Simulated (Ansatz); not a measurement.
HfO2: response to strain

Consider HfO2 in the fluorite structure (space group Fm-3m, No. 225).

```
CELL_PARAMETERS angstrom
      0.00000     2.50052     2.50052
      2.50052     0.00000     2.50052
      2.50052     2.50052     0.00000
ATOMIC_POSITIONS crystal
  Hf 0.00000 0.00000 0.00000
  O  0.25000 0.25000 0.25000
  O  0.75000 0.75000 0.75000
```

Cartesian axes are those of the cell as printed.

Strains are applied to the cell and any free atomic positions relax.

Method: Kohn–Sham DFT with the LDA functional, run in Ansatz (a first-principles code) with PAW and 420 eV plane waves, without spin-orbit coupling.

Notes on the quantities. pressure: mean of the normal stresses, compression positive; energy relative to the base: free energy F.

| case | shortest interatomic distance | pressure | energy relative to the base |
|---|---|---|---|
| base | 4.092 bohr | 0.0 kbar | 0 meV/atom |
| tensor shear ε_xy = +1.14 % | 4.072 bohr | 0.6 kbar | +1.2 meV/atom |
| tensor shear ε_xy = +0.57 % | 4.082 bohr | 0.1 kbar | +0.2 meV/atom |
| tensor shear ε_xy = +0.86 % | 4.077 bohr | 0.3 kbar | +0.6 meV/atom |
| tensor shear ε_xy = +2.00 % | 4.056 bohr | 2.0 kbar | +3.9 meV/atom |
| tensor shear ε_xy = +1.71 % | 4.062 bohr | 1.5 kbar | +2.8 meV/atom |
| tensor shear ε_xy = +1.43 % | 4.066 bohr | 1.0 kbar | +1.9 meV/atom |

Stability against distortions was not tested. This is not the structure that HfO2 has at room temperature and ambient pressure.
